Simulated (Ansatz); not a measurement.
Consider GaP in the zinc blende structure (space group F-43m, No. 216; a = 5.452 Å). Axes: x, y, z lie along the cube axes.

The change: compressive biaxial strain of 0.70 % in the plane normal to [111], as in epitaxy on a mismatched substrate; the out-of-plane cell vector and the atoms relax.

Levels (all Ansatz, a quantum-chemistry and plane-wave program, PAW, earlier PAW set): r2SCAN (500 eV, no spin-orbit coupling); HSE06 (420 eV, no SOC); HSE06+SOC (420 eV, with spin-orbit coupling).

One geometry, relaxed with r2SCAN, under each level:

The valence-band top lists the three highest levels at Γ (Kramers pairs under SOC), from the VBM.

```tsv
level	band gap	lowest conduction level above the VBM at special points	valence-band top at Γ
r2SCAN	1.80 eV	F 1.84 eV; L 2.02 eV; T 2.16 eV; Γ 2.42 eV	0.00, 0.00, -0.08 eV
HSE06	[?]	[?]	–
HSE06+SOC	[?]	[?]	[?]
```

Give the withheld HSE06 and HSE06+SOC results.


- HSE06, band gap: 2.20 eV
- HSE06, lowest conduction level above the VBM at special points: F 2.23 eV; L 2.48 eV; T 2.62 eV; Γ 2.85 eV
- HSE06+SOC, band gap: 2.17 eV
- HSE06+SOC, lowest conduction level above the VBM at special points: F 2.20 eV; L 2.45 eV; T 2.59 eV; Γ 2.82 eV
- HSE06+SOC, valence-band top at Γ: 0.00, -0.04, -0.14 eV

Single points use the geometry relaxed with r2SCAN. HSE06 gaps are upper bounds (no full band path). Differences between runs with and without spin-orbit coupling are approximate. Whether these cells are dynamically stable was not tested. k-point labels follow each cell's own Brillouin zone.
